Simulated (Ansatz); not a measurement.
The starting structures come from a database of crystals and need not be the phases stable at ambient conditions.

 Where the default PAW files enter, the runs use the earlier of Ansatz's two default sets.

Data:

```yaml
crystal:
  lattice:
    - [6.81875, 0.12481, 0.00000]
    - [3.23884, 6.00173, 0.00000]
    - [1.78995, -2.93846, 3.44071]
  atoms:
    - { symbol: Hg, position: [0.11227, 0.11227, 0.00000] }
    - { symbol: Hg, position: [0.88773, 0.88773, 0.00000] }
    - { symbol: I, position: [0.34923, 0.34923, 0.00000] }
    - { symbol: I, position: [0.65077, 0.65077, 0.00000] }
```

Space group of this cell: I4/mmm. The cell was relaxed by PBE-D3(BJ); by PBEsol its mean pressure is -0.9 GPa.

Transport runs along the normal of the first two printed cell vectors, the (110) plane of the conventional cell.

The gap is the functional's own, uncorrected, and κ follows it; spin-orbit coupling is left out. Mid-gap values are interpolated between the computed energies.

Problem. Predict the band gap and the smallest decay constant κ at mid-gap from PBEsol (Ansatz, a first-principles code).

Solution. Gap 1.12 eV on a 10×10×10 mesh; κ = 0.164 1/Å, at (-0.167, 0.167) of the in-plane reciprocal vectors. At the zone centre, at the nearest computed energy, the slowest state has κ = 0.19 1/Å.
